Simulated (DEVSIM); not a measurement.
System: Ru/Al2O3/n-Ge capacitor, at 300 K.

Layer 1 from the left is Al2O3, thickness (nm) 3.40. Layer 2 from the left is Ge, thickness (nm) 7600, Nd (cm⁻³) 6.1e15.

Metal gate on the left, work function 4.7 eV. Fixed charge at the semiconductor interface -9.1e11 cm⁻² (in units of +e); no interface traps.

Constants are typed, rounded textbook-type inputs, not results; the design itself was drawn at random and stands for no fabricated device. Values at 300 K.

Al2O3: gap (eV) 6.8, affinity (eV) 1.35, permittivity 9. Ge: gap (eV) 0.664, affinity (eV) 4, permittivity 16, Nc (cm⁻³) 1.04e19, Nv (cm⁻³) 6e18.

Simulated with DEVSIM: 1D Poisson equation in equilibrium, Boltzmann statistics, complete ionisation; no quantum confinement or tunnelling. Metal contacts follow the ideal Schottky-Mott rule: no Fermi-level pinning, no interface dipoles.

**Question.** What does the simulation give for the threshold voltage (band bending 2φF), the minimum of the low-frequency capacitance, the flat-band voltage?

**Answer.** threshold voltage (band bending 2φF) 0.26 V; minimum of the low-frequency capacitance 0.0619 μF/cm²; flat-band voltage 0.57 V.
